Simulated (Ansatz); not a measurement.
Results of LDA in Ansatz (PAW) for Bi (C2/m, No. 12, 2 atoms in the cell; start mp-23157; another form than the element's usual one).

Numerical settings: plane-wave cutoff 520 eV, 12×12×18 k mesh (along the axes of the cell as run), Fermi–Dirac smearing 0.05 eV, scalar-relativistic PAW data made under PBE.

Cell (relaxed at this level):

```
Bi
1.0
    3.40312    -3.04861    -0.01530
    3.40312     3.04861    -0.01530
   -1.24301     0.00000     3.04965
Bi
2
Direct
  0.24774   0.24774   0.14391
  0.75226   0.75226   0.85609
```

Problem. Give the computed bulk modulus.

Solution. 
- bulk modulus = 56.3 GPa

The run finds no gap.

Note: the bulk modulus is −V dP/dV from two relaxed cells at ±2 % in volume; the relaxation could not lower the start's symmetry, so the cell can be a saddle point above a distorted one.

Spin–orbit coupling is not included; it can shift volumes and moduli of such heavy elements.

Static lattice: no zero-point or thermal effects.

Computing time: roughly 4 core-minutes.

A start named mp-… is a Materials Project structure, which need not be a measured phase.

Ansatz is a first-principles code.
